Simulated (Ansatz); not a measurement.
The starting structures come from a database of crystals and need not be the phases stable at ambient conditions.

Here is the system:

```yaml
crystal:
  lattice:
    - [5.75153, 0.00000, 0.00000]
    - [0.00000, 5.77199, 0.00000]
    - [0.00000, 0.01004, 8.12851]
  atoms:
    - { symbol: Sr, position: [0.51064, 0.50271, 0.25104] }
    - { symbol: Sr, position: [0.48936, 0.49729, 0.74896] }
    - { symbol: Sr, position: [0.01064, 0.99729, 0.24896] }
    - { symbol: Sr, position: [0.98936, 0.00271, 0.75104] }
    - { symbol: Sc, position: [0.50000, 0.00000, 0.50000] }
    - { symbol: Sc, position: [0.00000, 0.50000, 0.00000] }
    - { symbol: Sb, position: [0.00000, 0.50000, 0.50000] }
    - { symbol: Sb, position: [0.50000, 0.00000, 0.00000] }
    - { symbol: O, position: [0.77276, 0.76042, 0.47157] }
    - { symbol: O, position: [0.22724, 0.23958, 0.52843] }
    - { symbol: O, position: [0.27276, 0.73958, 0.02843] }
    - { symbol: O, position: [0.72724, 0.26042, 0.97157] }
    - { symbol: O, position: [0.76262, 0.77392, 0.02671] }
    - { symbol: O, position: [0.23738, 0.22608, 0.97329] }
    - { symbol: O, position: [0.26262, 0.72608, 0.47329] }
    - { symbol: O, position: [0.73738, 0.27392, 0.52671] }
    - { symbol: O, position: [0.99498, 0.44700, 0.25610] }
    - { symbol: O, position: [0.00502, 0.55300, 0.74390] }
    - { symbol: O, position: [0.49498, 0.05300, 0.24390] }
    - { symbol: O, position: [0.50502, 0.94700, 0.75610] }
```

Space group of this cell: P2_1/c. The cell is taken as given; by r2SCAN its mean pressure is -5.4 GPa.

Transport runs along the normal of the first two printed cell vectors.

No gap correction and no spin-orbit coupling; mid-gap values are interpolated between computed energies.

Question: Compute, with r2SCAN (Ansatz, a program for electronic structure), the band gap and the smallest decay constant κ at mid-gap.

Answer: Gap 4.14 eV on a 6×6×4 mesh; κ = 0.373 1/Å, at the zone centre.
